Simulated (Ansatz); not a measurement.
The reference is a 16-atom supercell of NaCl in the rock salt structure (space group Fm-3m, No. 225) at its relaxed geometry.

```
CELL_PARAMETERS angstrom
      0.00000     5.69553     5.69553
      5.69553     0.00000     5.69553
      5.69553     5.69553     0.00000
ATOMIC_POSITIONS crystal
  Cl 0.00000 0.00000 0.00000
  Cl 0.00000 0.00000 0.50000
  Cl 0.00000 0.50000 0.00000
  Cl 0.00000 0.50000 0.50000
  Cl 0.50000 0.00000 0.00000
  Cl 0.50000 0.00000 0.50000
  Cl 0.50000 0.50000 0.00000
  Cl 0.50000 0.50000 0.50000
  Na 0.25000 0.25000 0.25000
  Na 0.25000 0.25000 0.75000
  Na 0.25000 0.75000 0.25000
  Na 0.25000 0.75000 0.75000
  Na 0.75000 0.25000 0.25000
  Na 0.75000 0.25000 0.75000
  Na 0.75000 0.75000 0.25000
  Na 0.75000 0.75000 0.75000
```

All numbers come from Ansatz (a quantum-chemistry and plane-wave program) PBE, scalar-relativistic without spin-orbit coupling.

Modification: a neutral Cl interstitial (started 2.23 Å from the nearest host atom), atoms relaxed at fixed cell, starting from a slightly rattled geometry.

Task: How does this affect the largest displacement of a host atom from its site in the perfect cell and final site of the added atom?

Result: The largest displacement of a host atom from its site in the perfect cell comes out as 0.62 Å; the final site of the added atom amounts to 6 Na at 2.46–3.32 Å.

Other magnetic orders, which the real material may have, were not ruled out. The cell is small, so the values are those of an ordered compound at a high defect concentration; dilute-limit values will differ. The defect cell is spin-polarised and ends with 0.5 μB, a fractional moment that hangs on the mesh and smearing.
